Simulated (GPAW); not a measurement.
Worked example: self-consistent single point of NiPbF6 (R-3, 8 atoms in the cell) in GPAW.

Method: PBEsol, GPAW PAW datasets PBEsol (made by gpaw-setup) (plane waves; GPAW).

The change in words: lattice scaled by 0.98. Reference geometry:
```yaml
crystal:
  lattice:
    - [2.58187, 1.49064, 4.80734]
    - [-2.58187, 1.49064, 4.80734]
    - [0.00000, -2.98129, 4.80734]
  atoms:
    - { symbol: Ni, position: [0.00000, 0.00000, 0.00000], spin: 2.0 }
    - { symbol: Pb, position: [0.50000, 0.50000, 0.50000] }
    - { symbol: F, position: [0.39328, 0.08912, 0.76111] }
    - { symbol: F, position: [0.60672, 0.91088, 0.23889] }
    - { symbol: F, position: [0.76111, 0.39328, 0.08912] }
    - { symbol: F, position: [0.23889, 0.60672, 0.91088] }
    - { symbol: F, position: [0.08912, 0.76111, 0.39328] }
    - { symbol: F, position: [0.91088, 0.23889, 0.60672] }
```
(The spins are starting values, not results.)

Reference input (self-consistent single point, DFT PBEsol, plane waves, GPAW PAW datasets PBEsol (made by gpaw-setup)): spinpol = true; mode = pw; ecut = 900 eV; xc = PBEsol; kpts = 3 3 3; mesh shift (steps) = 0 0 0; occupations.name = fermi-dirac; occupations.width = 0.02 eV; nbands = -8; convergence.forces = 0.001 eV/Å; convergence.bands = -6; symmetry.symmorphic = false. This run's input differs from it in these lines:

```diff
@@ -5,13 +5,13 @@
 atoms = Atoms(['Ni', 'Pb', 'F', 'F', 'F', 'F', 'F', 'F'],
-              cell=[[2.581869, 1.490643, 4.807339],
-                    [-2.581869, 1.490643, 4.807339],
-                    [0.000000, -2.981286, 4.807339]],
+              cell=[[2.530232, 1.460830, 4.711192],
+                    [-2.530232, 1.460830, 4.711192],
+                    [0.000000, -2.921660, 4.711192]],
               positions=[[0.000000, 0.000000, 0.000000],
-                         [0.000000, 0.000000, 7.211009],
-                         [0.785301, -1.550000, 5.977974],
-                         [-0.785301, 1.550000, 8.444043],
-                         [0.949689, 1.455091, 5.977974],
-                         [-0.949689, -1.455091, 8.444043],
-                         [-1.734990, 0.094909, 5.977974],
-                         [1.734990, -0.094909, 8.444043]],
+                         [0.000000, 0.000000, 7.066788],
+                         [0.769595, -1.519000, 5.858414],
+                         [-0.769595, 1.519000, 8.275162],
+                         [0.930695, 1.425989, 5.858414],
+                         [-0.930695, -1.425989, 8.275162],
+                         [-1.700291, 0.093011, 5.858414],
+                         [1.700291, -0.093011, 8.275162]],
               pbc=True)
```

Output (repeated stretches shortened):

```
     iter     time        total  log10-change:         magmom
                         energy   eigst   dens  force
iter:   1 --:--:--   -40.848500   +0.23                  +2.0006
iter:   2 --:--:--   -40.583372   -0.54  -1.17           +2.0002
iter:   3 --:--:--   -38.442045   -0.35  -1.22           +2.0000
iter:   4 --:--:--   -38.570722   -0.86  -1.53           +2.0000
iter:   5 --:--:--   -38.443256   -1.19  -1.69           +2.0009
iter:   6 --:--:--   -38.379258   -2.15  -2.11           +2.0004
iter:   7 --:--:--   -38.378182   -2.79  -2.63           +2.0000
iter:   8 --:--:--   -38.378017c  -3.22  -2.53           +2.0002
   [... lines left out ...]
iter:  20 --:--:--   -38.374962c  -6.22  -4.23c          +2.0001
iter:  21 --:--:--   -38.374961c  -7.01  -4.70c          +2.0001
iter:  22 --:--:--   -38.374960c  -6.98  -4.73c          +2.0001
iter:  23 --:--:--   -38.374960c  -7.29  -4.86c          +2.0001
iter:  24 --:--:--   -38.374941c  -6.35  -5.00c          +2.0000
iter:  25 --:--:--   -38.374960c  -6.47  -4.67c          +2.0001
iter:  26 --:--:--   -38.374960c  -7.64c -5.10c          +2.0001
iter:  27 --:--:--   -38.374960c  -7.86c -5.13c -2.82    +2.0001
iter:  28 --:--:--   -38.374960c  -8.88c -5.21c -3.96c   +2.0001
Converged after 28 iterations.

Dipole moment: (0.000000, -0.000000, -0.000000) |e|*Ang

Total magnetic moment: (0.000000, 0.000000, 2.000079)
Local magnetic moments:
   0 Ni ( 0.000000,  0.000000,  1.676182)
   1 Pb ( 0.000000,  0.000000,  0.007866)
   2 F  ( 0.000000,  0.000000,  0.043742)
   3 F  ( 0.000000,  0.000000,  0.043742)
   4 F  ( 0.000000,  0.000000,  0.043742)
   5 F  ( 0.000000,  0.000000,  0.043742)
   6 F  ( 0.000000,  0.000000,  0.043742)
   7 F  ( 0.000000,  0.000000,  0.043742)

Energy contributions relative to reference atoms: (reference = -624691.661960)

Kinetic:        +73.043258
Potential:      -65.573416
External:        +0.000000
XC:             -45.622872
Entropy (-ST):   -0.000015
Local:           -0.221923
SIC:             +0.000000
--------------------------
Free energy:    -38.374967
   [... lines left out ...]
Fermi level: 2.48136
Gap: 0.329 eV
Direct gap: 0.334 eV
   [... lines left out ...]
  2 F     0.08178   -0.13964   -0.11253
  3 F    -0.08178    0.13964    0.11253
  4 F     0.08005    0.14065   -0.11253
  5 F    -0.08005   -0.14065    0.11253
  6 F    -0.16183   -0.00100   -0.11253
  7 F     0.16183    0.00100    0.11253

Stress tensor:
    -0.005134    -0.000000    -0.000000
     0.000000    -0.005134    -0.000000
     0.000000    -0.000000    -0.005294
Stress (GPa, Voigt): [-0.8225 -0.8225 -0.8482 -0.     -0.     -0.    ]
```

The run converged in 28 iterations. GPAW prints stress with tension positive. Against the reference run the free energy goes down by 3.7 meV/atom, the largest force goes from 0.269 to 0.197 eV/Å, the gap on the mesh goes from 0.204 to 0.329 eV and the size of the net moment stays at 0.25 μB/atom.

At such cutoffs GPAW's stress carries a finite-basis (Pulay) error, which enters relaxed cells too; its log prints stress with tension positive.

The starting cell comes from a database of computed structures (which also holds hypothetical and non-ambient phases and stackings), without a prior relaxation at this level. Its lattice was rescaled by a random factor within 2.5 % of one. For this run, on top of that: lattice scaled by 0.98. Spin-orbit coupling is off. With one magnetic atom in the cell only a parallel order is possible.

Cost on one core of a shared machine: roughly 2 min.
